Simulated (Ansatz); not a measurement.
## CdTe: isotropic strain −2.67 %

Take CdTe in the zinc blende structure (space group F-43m, No. 216; a = 6.5576 Å) as the base.

It is then changed as follows: the cell is scaled by 0.9733 in all directions, atoms relaxed at fixed cell.

Computed with Ansatz (an electronic-structure program) r2SCAN, scalar-relativistic without spin-orbit coupling. Settings: 9×9×9 k-points, 0.05 eV Fermi–Dirac smearing.

The volume per atom drops by 2.75 Å³ (35.25 Å³ → 32.50 Å³) and the space group stays F-43m (No. 216). The shortest interatomic distance decreases by 0.076 Å, from 2.840 Å to 2.764 Å and the energy rises by 31 meV/atom. The pressure goes from zero to 3.95 GPa and the band gap rises by 0.26 eV (1.17 eV → 1.43 eV). The gap character remains direct at Γ and the mean gap deformation potential ΔEg/Δln V is -3.3 eV. The electron mass changes from 0.090 mₑ (at Γ) to 0.10 mₑ (at Γ) and the hole mass (degenerate bands, along [100]) changes from 0.092, 0.55, 0.55 mₑ (at Γ) to 0.10, 0.48, 0.48 mₑ (at Γ). The valley order (the lowest conduction-band minima on the path, energy above the VBM, named in the base's zone) goes from Γ 1.17 eV; L along ⟨111⟩ 2.20 eV to Γ 1.43 eV; L along ⟨111⟩ 2.29 eV; X along ⟨100⟩ 2.79 eV.

Final structure:

```yaml
crystal:
  lattice:
    - [0.00000, 3.19126, 3.19126]
    - [3.19126, 0.00000, 3.19126]
    - [3.19126, 3.19126, 0.00000]
  atoms:
    - { symbol: Te, position: [0.75000, 0.75000, 0.75000] }
    - { symbol: Cd, position: [0.00000, 0.00000, 0.00000] }
```

With Te present, leaving out spin-orbit coupling can change the band edges. Masses are band curvatures over ±0.01 Å⁻¹ around the edge. No phonon test of stability was made.
